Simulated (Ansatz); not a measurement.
## Zr under a change: biaxial strain −1.00 %, plane normal [001], relaxed out of plane

The parent structure is Zr in the hcp (Mg type) structure (space group P6_3/mmc, No. 194; a = 3.2443 Å, c = 5.1580 Å; relaxed with 0.1 eV smearing). Axes: x lies along a and z along c of the hexagonal cell.

Perturbation: compressive biaxial strain of 1.00 % in the plane normal to [001], as in epitaxy on a mismatched substrate; the out-of-plane cell vector and the atoms relax.

The values are results of DFT with r2SCAN, PAW potentials and a 500 eV plane-wave cutoff in Ansatz (a program for electronic structure), scalar-relativistic without spin-orbit coupling, not measurements. k-mesh 20×20×11 (Γ-centred); smearing 0.1 eV (Fermi–Dirac).

- Space group: P6_3/mmc (No. 194) (base P6_3/mmc (No. 194))
- Shortest interatomic distance: 3.193 Å (base 3.187 Å)
- Band gap: zero (base zero)
- Out-of-plane strain: +0.77 %
- Mean in-plane stress (compression positive): +1.7 GPa

No phonon test of stability was made. The final runs are not spin-polarised.
